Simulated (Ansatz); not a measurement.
WAg (model structure, Fm-3m, No. 225, 2 atoms in the cell) was calculated with LDA (plane waves, PAW; Ansatz, a first-principles code).

Run with plane-wave cutoff 520 eV, 18×18×18 k mesh, Fermi–Dirac smearing 0.05 eV, no spin polarisation, scalar-relativistic PAW data made under PBE.

Cell (relaxed at this level):

```
AgW
1.0
    0.00000     2.61240     2.61240
    2.61240     0.00000     2.61240
    2.61240     2.61240     0.00000
Ag W
1 1
Direct
  0.00000   0.00000   0.00000
  0.50000   0.50000   0.50000
```

### Question
What does this level give for the bulk modulus B0?

### Answer

- bulk modulus B0: 187 GPa

Note: the run has no spin polarisation, so it can have missed a magnetic state; the bulk modulus is −V dP/dV from two relaxed cells at ±2 % in volume; the relaxation could raise the start's symmetry but not lower it, so the cell can be a saddle point.

Spin–orbit coupling is not included.

Static lattice: no zero-point or thermal effects.

Cost on a shared machine: around 40 core-seconds (rough).

A model structure was made by putting elements into a prototype or built by hand; it is no filed structure, need not be a known phase, and can be a saddle point held by its symmetry.
